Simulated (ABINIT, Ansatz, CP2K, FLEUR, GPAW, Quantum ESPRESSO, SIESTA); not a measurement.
## Code comparison for ZrGe (Pnma, 8 atoms in the cell)

Self-consistent single point, at a second geometry (lattice scaled by 0.98). First geometry:

```
CELL_PARAMETERS angstrom
      7.09613     0.00000     0.00000
      0.00000     3.91511     0.00000
      0.00000     0.00000     5.41275
ATOMIC_POSITIONS crystal
  Zr 0.17608 0.25000 0.63089
  Zr 0.82392 0.75000 0.36911
  Zr 0.32392 0.75000 0.13089
  Zr 0.67608 0.25000 0.86911
  Ge 0.04832 0.25000 0.15219
  Ge 0.95168 0.75000 0.84781
  Ge 0.45168 0.75000 0.65219
  Ge 0.54832 0.25000 0.34781
```

Shared settings, as Ansatz (an electronic-structure program) writes them: kpoints.mp_grid.grid = 3 4 3; scf.occupations.method = gaussian; scf.occupations.width = 0.272 eV. Potentials and cutoffs stand in the table.

```json
[
 {"code": "SIESTA", "model": "GGA PBEsol, numerical atomic orbitals DZP, PseudoDojo PBEsol standard norm-conserving potentials (rewritten from UPF to PSML)", "ΔF from the first geometry (meV/atom)": "10.3", "pressure (GPa)": "6.44", "largest force (eV/Å)": "0.135", "cutoff": "grid 300 Ry"},
 {"code": "FLEUR", "model": "PBEsol, all-electron FLAPW (FLEUR), scalar-relativistic valence", "ΔF from the first geometry (meV/atom)": "–", "pressure (GPa)": "–", "largest force (eV/Å)": "0.142", "cutoff": "Kmax 4.4 1/bohr"},
 {"code": "CP2K", "model": "PBEsol, GPW, DZVP-MOLOPT-SR-GTH basis, GTH-PBE potentials (GTH_POTENTIALS)", "ΔF from the first geometry (meV/atom)": "26.2", "pressure (GPa)": "8.43", "largest force (eV/Å)": "0.098", "cutoff": "grid 500 Ry"},
 {"code": "Ansatz", "model": "PBEsol, PAW files made with PBE", "ΔF from the first geometry (meV/atom)": "6.7", "pressure (GPa)": "5.43", "largest force (eV/Å)": "0.171", "cutoff": "default"},
 {"code": "ABINIT", "model": "PBEsol, norm-conserving pseudopotentials (PseudoDojo nc-sr-04 PBEsol standard)", "ΔF from the first geometry (meV/atom)": "7.3", "pressure (GPa)": "5.54", "largest force (eV/Å)": "0.160", "cutoff": "39 Ha"},
 {"code": "Quantum ESPRESSO", "model": "PBEsol, PseudoDojo standard norm-conserving (PBESOL) pseudopotentials", "ΔF from the first geometry (meV/atom)": "7.3", "pressure (GPa)": "5.55", "largest force (eV/Å)": "0.160", "cutoff": "80 Ry"},
 {"code": "GPAW", "model": "PBEsol, GPAW PAW datasets PBEsol (made by gpaw-setup)", "ΔF from the first geometry (meV/atom)": "5.6", "pressure (GPa)": "5.19", "largest force (eV/Å)": "0.134", "cutoff": "600 eV"}
]
```

Size of the force on each atom (eV/Å): Sizes of forces hide their directions.

```
code                Zr1    Zr2    Zr3    Zr4    Ge5    Ge6    Ge7    Ge8
----------------  -----  -----  -----  -----  -----  -----  -----  -----
SIESTA            0.107  0.107  0.107  0.107  0.135  0.135  0.135  0.135
FLEUR             0.135  0.135  0.135  0.135  0.142  0.142  0.142  0.142
CP2K              0.098  0.098  0.098  0.098  0.043  0.043  0.043  0.043
Ansatz            0.137  0.137  0.137  0.137  0.171  0.171  0.171  0.171
ABINIT            0.134  0.134  0.134  0.134  0.160  0.160  0.160  0.160
Quantum ESPRESSO  0.134  0.134  0.134  0.134  0.160  0.160  0.160  0.160
GPAW              0.134  0.134  0.134  0.134  0.131  0.131  0.131  0.131
```

A dash marks a value that a program does not give, or that is left out as unsure.

The spread over the programs that give each value: ΔF from the first geometry within 20.6 meV/atom; pressure within 3.24 GPa; largest force within 0.073 eV/Å.

SIESTA and CP2K use small atom-centred bases, whose incompleteness enters pressures, forces and empty levels differently from a plane-wave cutoff. FLEUR treats all electrons, but the usual bases taken here (sphere radii, linearisation, local orbitals, empty states) were not tested for convergence, so the values are no reference for the others. Ansatz's pressure is given at a fixed set of plane waves, as the other plane-wave codes print theirs. In the pressure, CP2K (by 2.95) lies more than 1 GPa from the median of the plane-wave programs. In the force vectors, SIESTA (by 0.289) and CP2K (by 0.168) lie more than 0.08 eV/Å from the median of the plane-wave programs.

The shared mesh is coarse (it stands for a supercell whose shortest vector is 15 Å), so the values are not converged in it.

The starting cell comes from a database of computed structures (which also holds hypothetical and non-ambient phases and stackings), without a prior relaxation at this level. For this run, on top of that: lattice scaled by 0.98.

Left out of this page: Elk (not drawn, or without a comparable value).

Keys are those of Ansatz 0.2.
